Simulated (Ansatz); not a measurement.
We consider NbBr₅ (Pnma, No. 62; cell taken from a computed entry), described by LDA (Ansatz, a first-principles code, PAW).

Run with plane-wave cutoff 500 eV, 4×2×6 k mesh (along the axes of the cell as run), gaussian smearing 0.02 eV, no spin polarisation, scalar-relativistic PAW data made under PBE.

Cell (relaxed at this level):

```yaml
crystal:
  lattice:
    - [12.52802, 0.00000, 0.00000]
    - [0.00000, 18.16100, 0.00000]
    - [0.00000, 0.00000, 5.87144]
  atoms:
    - { symbol: Nb, position: [0.12551, 0.13842, 0.99983] }
    - { symbol: Nb, position: [0.87449, 0.86158, 0.00017] }
    - { symbol: Nb, position: [0.37449, 0.86158, 0.49983] }
    - { symbol: Nb, position: [0.62551, 0.13842, 0.50017] }
    - { symbol: Nb, position: [0.62551, 0.36158, 0.50017] }
    - { symbol: Nb, position: [0.37449, 0.63842, 0.49983] }
    - { symbol: Nb, position: [0.87449, 0.63842, 0.00017] }
    - { symbol: Nb, position: [0.12551, 0.36158, 0.99983] }
    - { symbol: Br, position: [0.71147, 0.05493, 0.24073] }
    - { symbol: Br, position: [0.28853, 0.94507, 0.75927] }
    - { symbol: Br, position: [0.78853, 0.94507, 0.74073] }
    - { symbol: Br, position: [0.21147, 0.05493, 0.25927] }
    - { symbol: Br, position: [0.21147, 0.44507, 0.25927] }
    - { symbol: Br, position: [0.78853, 0.55493, 0.74073] }
    - { symbol: Br, position: [0.28853, 0.55493, 0.75927] }
    - { symbol: Br, position: [0.71147, 0.44507, 0.24073] }
    - { symbol: Br, position: [0.20607, 0.25000, 0.23936] }
    - { symbol: Br, position: [0.79393, 0.75000, 0.76064] }
    - { symbol: Br, position: [0.29393, 0.75000, 0.73936] }
    - { symbol: Br, position: [0.70607, 0.25000, 0.26064] }
    - { symbol: Br, position: [0.04507, 0.25000, 0.76018] }
    - { symbol: Br, position: [0.95493, 0.75000, 0.23982] }
    - { symbol: Br, position: [0.45493, 0.75000, 0.26018] }
    - { symbol: Br, position: [0.54507, 0.25000, 0.73982] }
    - { symbol: Br, position: [0.96638, 0.34841, 0.24237] }
    - { symbol: Br, position: [0.03362, 0.65159, 0.75763] }
    - { symbol: Br, position: [0.53362, 0.65159, 0.74237] }
    - { symbol: Br, position: [0.46638, 0.34841, 0.25763] }
    - { symbol: Br, position: [0.46638, 0.15159, 0.25763] }
    - { symbol: Br, position: [0.53362, 0.84841, 0.74237] }
    - { symbol: Br, position: [0.03362, 0.84841, 0.75763] }
    - { symbol: Br, position: [0.96638, 0.15159, 0.24237] }
    - { symbol: Br, position: [0.21530, 0.65144, 0.25752] }
    - { symbol: Br, position: [0.78470, 0.34856, 0.74248] }
    - { symbol: Br, position: [0.28470, 0.34856, 0.75752] }
    - { symbol: Br, position: [0.71530, 0.65144, 0.24248] }
    - { symbol: Br, position: [0.71530, 0.84856, 0.24248] }
    - { symbol: Br, position: [0.28470, 0.15144, 0.75752] }
    - { symbol: Br, position: [0.78470, 0.15144, 0.74248] }
    - { symbol: Br, position: [0.21530, 0.84856, 0.25752] }
    - { symbol: Br, position: [0.03944, 0.44501, 0.74039] }
    - { symbol: Br, position: [0.96056, 0.55499, 0.25961] }
    - { symbol: Br, position: [0.46056, 0.55499, 0.24039] }
    - { symbol: Br, position: [0.53944, 0.44501, 0.75961] }
    - { symbol: Br, position: [0.53944, 0.05499, 0.75961] }
    - { symbol: Br, position: [0.46056, 0.94501, 0.24039] }
    - { symbol: Br, position: [0.96056, 0.94501, 0.25961] }
    - { symbol: Br, position: [0.03944, 0.05499, 0.74039] }
```

Question: What does this level give for the band gap?

Answer: 
- band gap = 1.36 eV (on the SCF k mesh)

Note: the relaxation could not lower the start's symmetry, so the cell can be a saddle point above a distorted one.

Spin–orbit coupling is not included.

Computed values are for the static lattice.
